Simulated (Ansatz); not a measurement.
The starting structures come from a database of crystals and need not be the phases stable at ambient conditions.

Inside the gap of an insulator the Bloch states are evanescent, with a wavenumber k + iκ along the transport direction.

Consider the following.

```xyz
8
Lattice="7.1419 0.0215 -0.0421 1.8899 6.8873 -0.0421 3.3621 -2.8698 5.6097" Properties=species:S:1:pos:R:3 pbc="T T T"
Tl     4.5159     3.4544    -0.0421
Tl     2.6260     2.0088     2.7838
Cd     5.2520    -1.4241     2.7838
Sn     0.0000     0.0000     0.0000
Te     6.2324     1.2592     2.3069
Te     6.1376    -2.6801     5.2389
Te     8.1223     4.2797     0.2867
Te     2.4056    -1.6681     3.2607
```

Space group of this cell: I-42m. The cell was relaxed by PBE-D3(BJ); by r2SCAN its mean pressure is -0.7 GPa.

Transport runs along the normal of the first two printed cell vectors, the (101) plane of the conventional cell.

The gap is the functional's own. No spin-orbit coupling. Mid-gap values are interpolated on the energy grid.

Give the band gap and the smallest decay constant κ at mid-gap that r2SCAN (Ansatz, a first-principles code) yields.

Gap 0.77 eV on a 6×6×6 mesh; κ = 0.116 1/Å, at (-0.333, 0.167) of the in-plane reciprocal vectors. At the zone centre, at the nearest computed energy, the slowest state has κ = 0.20 1/Å.
